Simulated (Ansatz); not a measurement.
# Element substitutions in AlN

The reference is AlN in the wurtzite structure (space group P6_3mc, No. 186).

```xyz
4
Lattice="3.1138 0.0000 0.0000 -1.5569 2.6966 0.0000 0.0000 0.0000 4.9836" Properties=species:S:1:pos:R:3 pbc="T T T"
Al     0.0000     1.7978     4.9657
Al     1.5569     0.8989     2.4739
N      0.0000     1.7978     1.8857
N      1.5569     0.8989     4.3775
```

Each row replaces one element on all its sites; cell and atoms are relaxed.

Method: PBEsol, PAW, 420 eV (Ansatz, a quantum-chemistry and plane-wave program; no spin-orbit coupling).

```csv
case,band gap,volume per atom,width of the top valence band
base,4.09 eV,10.46 Å³,2.41 eV
Al → B,4.96 eV,?,?
N → P,?,20.46 Å³,2.52 eV
Al → Ga,1.88 eV,11.37 Å³,2.82 eV
```

Q: Complete the table.

A: 
- Al → B, volume per atom: 5.88 Å³
- Al → B, width of the top valence band: 5.49 eV
- N → P, band gap: 1.83 eV

Whether these cells are dynamically stable was not tested. For AlP in this form, whether it has been made was not checked. This is not the structure that AlP has at room temperature and ambient pressure.
